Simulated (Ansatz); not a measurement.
## Pressure series in TiC

Take TiC in the rock salt structure (space group Fm-3m, No. 225) as the base.

TiC is modelled in the cubic space group Fm-3m (No. 225), the rock salt structure, Pearson symbol cF8. Lattice parameters: a = 4.329 Å, b = 4.329 Å, c = 4.329 Å, α = 90.00°, β = 90.00°, γ = 90.00°. C on 4a sees 6 Ti at 2.164 Å (octahedral). Ti on 4b has 6 C at 2.164 Å and 12 Ti at 3.061 Å. (Neighbours: up to the widest gap in distance over summed covalent radii, below 1.35, at either atom; cation-cation and far metal-metal contacts left out.)
(The calculation used a cell of 2 atoms; values per cell refer to that cell.)

Cell and atoms are relaxed at each pressure.

Computed with r2SCAN, PAW, 500 eV (Ansatz, an electronic-structure program; spin-orbit coupling left out), earlier PAW set.

```json
[
 {"P (GPa)": "-2.00", "V (Å³/atom)": "10.216"},
 {"P (GPa)": "-1.00", "V (Å³/atom)": "10.176"},
 {"P (GPa)": "0.90", "V (Å³/atom)": "10.103"},
 {"P (GPa)": "2.10", "V (Å³/atom)": "10.058"},
 {"P (GPa)": "4.50", "V (Å³/atom)": "9.971"},
 {"P (GPa)": "9.00", "V (Å³/atom)": "9.816"},
 {"P (GPa)": "15.00", "V (Å³/atom)": "9.627"},
 {"P (GPa)": "22.50", "V (Å³/atom)": "9.414"},
 {"P (GPa)": "30.00", "V (Å³/atom)": "9.220"}
]
```

Question: Fit a third-order Birch–Murnaghan equation of state.

Answer: Least squares on P(V) = (3B₀/2)[(V₀/V)^(7/3) − (V₀/V)^(5/3)]·[1 + (3/4)(B₀′ − 4)((V₀/V)^(2/3) − 1)] gives V₀ = 10.14 Å³/atom, B₀ = 263 GPa and B₀′ = 3.9.

Load acts through the strain it causes; cell and atoms are relaxed under it. No phonon test of stability was made. No other phases were tried under pressure. All final runs are without spin polarisation.
